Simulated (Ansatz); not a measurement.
# SiO2: response to strain

The parent structure is SiO$_{2}$ in the rutile structure (space group P4_2/mnm, No. 136; a = 4.185 Å, c = 2.668 Å). Axes: x, y, z lie along a, b, c of the conventional cell.

Strains are applied to the cell and any free atomic positions relax; under biaxial strain the out-of-plane vector relaxes too.

All numbers come from DFT with r2SCAN, PAW potentials and a 500 eV plane-wave cutoff in Ansatz (a quantum-chemistry and plane-wave program), no spin-orbit coupling, earlier PAW set.

```json
[
 {"case": "base", "volume per atom": "7.79 Å³", "width of the top valence band": "2.71 eV"},
 {"case": "biaxial strain −2.45 %, plane normal [001], relaxed out of plane", "volume per atom": "7.51 Å³", "width of the top valence band": "…"},
 {"case": "biaxial strain +1.06 %, plane normal [001], relaxed out of plane", "volume per atom": "7.91 Å³", "width of the top valence band": "2.66 eV"},
 {"case": "biaxial strain +1.25 %, plane normal [001], relaxed out of plane", "volume per atom": "7.94 Å³", "width of the top valence band": "2.65 eV"},
 {"case": "biaxial strain +4.78 %, plane normal [001], relaxed out of plane", "volume per atom": "8.37 Å³", "width of the top valence band": "2.36 eV"},
 {"case": "isotropic strain −0.91 %", "volume per atom": "7.58 Å³", "width of the top valence band": "…"},
 {"case": "isotropic strain −0.62 %", "volume per atom": "7.64 Å³", "width of the top valence band": "2.77 eV"},
 {"case": "isotropic strain +0.92 %", "volume per atom": "8.01 Å³", "width of the top valence band": "2.61 eV"},
 {"case": "isotropic strain +1.90 %", "volume per atom": "8.24 Å³", "width of the top valence band": "2.52 eV"}
]
```

What belongs in the blanks?


- biaxial strain −2.45 %, plane normal [001], relaxed out of plane, width of the top valence band: 2.78 eV
- isotropic strain −0.91 %, width of the top valence band: 2.80 eV

The levels and masses belong to the bands next to the band gap. No phonon test of stability was made.
